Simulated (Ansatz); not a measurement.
Consider GaN in the rock salt structure (space group Fm-3m, No. 225; a = 4.219 Å; a model cell).

One thing is altered: a hydrostatic pressure of 0.7 GPa.

Levels (all Ansatz, an electronic-structure program, PAW): PBEsol (420 eV, scalar-relativistic without spin-orbit coupling); PBEsol+SOC (420 eV, noncollinear with spin-orbit coupling).

The geometry is relaxed with PBEsol.

PBEsol electron mass: 0.47 mₑ along k, 0.18 mₑ across (at X)
PBEsol band gap: 0.56 eV
PBEsol pressure: 0.69 GPa
PBEsol smallest direct gap: 2.84 eV

**Question.** What does PBEsol+SOC give at this geometry for the electron mass, band gap, pressure and smallest direct gap?

**Answer.** The electron mass stays 0.47 mₑ along k, 0.18 mₑ across (at X); the band gap is still 0.56 eV; the pressure hardly moves (0.69 GPa against 0.67 GPa); the smallest direct gap falls by 0.02 eV to 2.82 eV.

Single points use the geometry relaxed with PBEsol. The spin-orbit shifts are approximate. Load acts through the strain it causes; cell and atoms are relaxed under it. Masses are band curvatures over ±0.01 Å⁻¹ around the edge. Along k means along the line from Γ to the band edge. Whether these cells are dynamically stable was not tested. The base started in Pnma and relaxed to Fm-3m at this level. This is not the structure that GaN has at room temperature and ambient pressure.
